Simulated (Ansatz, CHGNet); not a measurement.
**C axis length of NbSi (model structure, started from the NbAs type, I4₁md, No. 109, 4 atoms in the cell) at several levels of theory**

No measured value is used here.

```json
[
 {"level (code)": "CHGNet 0.3.0", "value (Å)": "11.037"},
 {"level (code)": "LDA (Ansatz)", "value (Å)": "11.640"},
 {"level (code)": "PBE (Ansatz)", "value (Å)": "11.838"},
 {"level (code)": "PBEsol (Ansatz)", "value (Å)": "11.700"},
 {"level (code)": "r²SCAN (Ansatz)", "value (Å)": "11.858"}
]
```

LDA, PBE, PBEsol, r²SCAN: the run has no spin polarisation, so it can have missed a magnetic state. Cutoffs differ between the levels. Ansatz's density-functional and Hartree–Fock values are scalar-relativistic unless marked +SOC, with PAW data made under PBE.

Machine-learned potentials (CHGNet 0.3.0) are trained on DFT data: a solid inside that data is no test of them.

A model structure was made by putting elements into a prototype or built by hand; it is no filed structure, need not be a known phase, and can be a saddle point held by its symmetry.

Ansatz is a program for electronic structure.
